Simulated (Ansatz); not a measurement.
## Hypothetical CsCl type TiAs: pressure 60 GPa

Take TiAs in the CsCl type structure (space group Pm-3m, No. 221; a = 3.1508 Å; a hypothetical phase, not in the database extracts checked) as the base.

It is then changed as follows: cell and atoms relaxed at a pressure of 60 GPa.

All numbers come from PBEsol (Ansatz, a first-principles code), no spin-orbit coupling. k-mesh 15×15×15 (Γ-centred); smearing 0.05 eV (Fermi–Dirac).

```tsv
quantity	base	changed	shift
volume per atom	15.64 Å³	12.04 Å³	-3.60 Å³
lattice parameter a	3.151 Å	2.888 Å	-0.263 Å
shortest interatomic distance	2.729 Å	2.501 Å	-0.228 Å
enthalpy H = E + PV relative to the base's energy	–	+5.05 eV/atom	–
band gap	zero	zero	–
```

Cost of the whole job for the changed cell (relaxation, final SCF and bands): around 11 core-seconds (rough).

Load acts through the strain it causes; cell and atoms are relaxed under it. No phonon test of stability was made. Competing high-pressure phases were not computed. The final runs are not spin-polarised. An odd electron count without spin: TiAs. TiAs has a high density of states at the Fermi level and may be magnetic at this level.
